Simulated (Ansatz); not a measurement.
**PbTe in the zinc blende structure (space group F-43m, No. 216; a hypothetical phase, not in the database extracts checked)**

```cif
data_PbTe
_chemical_formula_sum 'Te1 Pb1'
_space_group_name_H-M_alt 'P 1'
_space_group_IT_number 1
_cell_length_a 5.18707
_cell_length_b 5.18707
_cell_length_c 5.18707
_cell_angle_alpha 60.000
_cell_angle_beta 60.000
_cell_angle_gamma 60.000
loop_
_space_group_symop_operation_xyz
  'x, y, z'
loop_
_atom_site_label
_atom_site_type_symbol
_atom_site_fract_x
_atom_site_fract_y
_atom_site_fract_z
_atom_site_occupancy
Te1 Te 0.75000 0.75000 0.75000 1
Pb1 Pb 0.00000 0.00000 0.00000 1
```

Computed with PBE/PAW in Ansatz (a first-principles code), no SOC, earlier PAW set. k-mesh 8×8×8 (Γ-centred); smearing 0.05 eV (Fermi–Dirac).

```yaml
volume_per_atom: 49.34 Å³
density: 5.63 g/cm³
band_gap: 0.64 eV, indirect, W → X
electron_mass: 2.4 mₑ along k, 0.37 mₑ across
Lowest conduction-band minima above the VBM: X along ⟨100⟩ 0.64 eV; a point along ⟨110⟩, about 0.2 Å⁻¹ from Γ 1.53 eV
total_energy: -9444.662 eV/atom (σ→0; compares only within this code and set-up)
```

With Pb and Te present, leaving out spin-orbit coupling can change the band edges. Masses are band curvatures over ±0.01 Å⁻¹ around the edge. Along k means along the line from Γ to the band edge. Whether these cells are dynamically stable was not tested.
